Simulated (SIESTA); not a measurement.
How far to go with the cutoff of the real-space grid: Tc (P-3m1, 2 atoms in the cell)

```xyz
2
Lattice="1.3632 -2.3610 0.0000 1.3632 2.3610 0.0000 0.0000 0.0000 4.3681" Properties=species:S:1:pos:R:3 pbc="T T T"
Tc     1.3632     0.7870     1.1420
Tc     1.3632    -0.7870     3.2760
```

Computed with SIESTA with GGA PBEsol, numerical atomic orbitals TZP, PseudoDojo PBEsol standard norm-conserving potentials (rewritten from UPF to PSML).

Base settings: XC.functional = GGA; XC.authors = PBEsol; potentials = PseudoDojo PBEsol standard; PAO.BasisSize = TZP; PAO.EnergyShift = 0.01 Ry; MeshCutoff = 400 Ry; kgrid.MonkhorstPack = 5 5 3; OccupationFunction = MP; OccupationMPOrder = 0; ElectronicTemperature = 1160.45 K.

The second cell is the first with its lattice scaled by 0.98.

The mesh stays at the base's, so the ladder's end is converged at best in this setting alone.

Only quantities that move along the ladder and can be compared are tabulated.

The starting cell has typed, rounded lattice constants, without a prior relaxation at this level. Its lattice was rescaled by up to half a per cent. One atom was moved a little off its site on purpose. Spin polarisation is off. Values carry the incompleteness of an atom-centred basis. In the base run, with a pressure of about -4 GPa the cell is away from its equilibrium volume at this level. Without a gap this mesh is coarse (it stands for a supercell whose shortest vector is 13 Å).

Steps (MeshCutoff): 140 Ry (148 Ry used); 160 Ry (161 Ry used); 180 Ry (188 Ry used); 220 Ry (232 Ry used); 280 Ry (286 Ry used); 320 Ry (334 Ry used); 360 Ry (362 Ry used); 400 Ry (422 Ry used); 440 Ry (446 Ry used); 480 Ry (508 Ry used); 540 Ry (593 Ry used); 600 Ry (643 Ry used); 700 Ry (751 Ry used); 800 Ry (927 Ry used); 960 Ry (1142 Ry used).

**Question.** What is the coarsest MeshCutoff that holds the forces within 0.02 eV/Å of the last step, with all finer ones?

**Answer.** 220 Ry (232 Ry used); the step before is off by 0.024 eV/Å.

**Question.** What is the coarsest MeshCutoff that holds the energy of the compressed cell less the first within 0.2 meV/atom of the last step, with all finer ones?

**Answer.** 480 Ry (508 Ry used); the step before is off by 0.23 meV/atom.

| MeshCutoff | free energy less the last step's (meV/atom) | energy of the compressed cell less the first (meV/atom) | pressure (GPa) | largest difference of a force vector from the last step's (eV/Å) |
|---|---|---|---|---|
| 140 Ry (148 Ry used) | -2.70 | 38.26 | -3.71 | 0.051 |
| 160 Ry (161 Ry used) | -2.23 | 38.16 | -3.68 | 0.004 |
| 180 Ry (188 Ry used) | -1.82 | 38.77 | -3.53 | 0.024 |
| 220 Ry (232 Ry used) | -0.68 | 38.83 | -4.03 | 0.012 |
| 280 Ry (286 Ry used) | -0.58 | 38.96 | -3.73 | 0.004 |
| 320 Ry (334 Ry used) | -0.19 | 39.03 | -3.60 | 0.004 |
| 360 Ry (362 Ry used) | -0.17 | 38.94 | -3.57 | 0.014 |
| 400 Ry (422 Ry used) | -0.19 | 39.07 | -3.76 | 0.012 |
| 440 Ry (446 Ry used) | -0.23 | 39.03 | -3.68 | 0.005 |
| 480 Ry (508 Ry used) | -0.05 | 38.88 | -3.72 | 0.010 |
| 540 Ry (593 Ry used) | -0.04 | 38.87 | -3.71 | 0.007 |
| 600 Ry (643 Ry used) | 0.04 | 38.82 | -3.85 | 0.002 |
| 700 Ry (751 Ry used) | 0.11 | 38.73 | -3.67 | 0.009 |
| 800 Ry (927 Ry used) | 0.06 | 38.76 | -3.79 | 0.002 |
| 960 Ry (1142 Ry used) | 0.00 | 38.81 | -3.66 | 0.000 |

The energy difference between the two cells stays within 1 meV/atom of the last step's from 140 Ry on, the total only from 220 Ry on: much of the error is common to both cells and cancels.

Left out of this page: 2 runs of the series outside the window shown, repeating another row's setting, or not comparable.
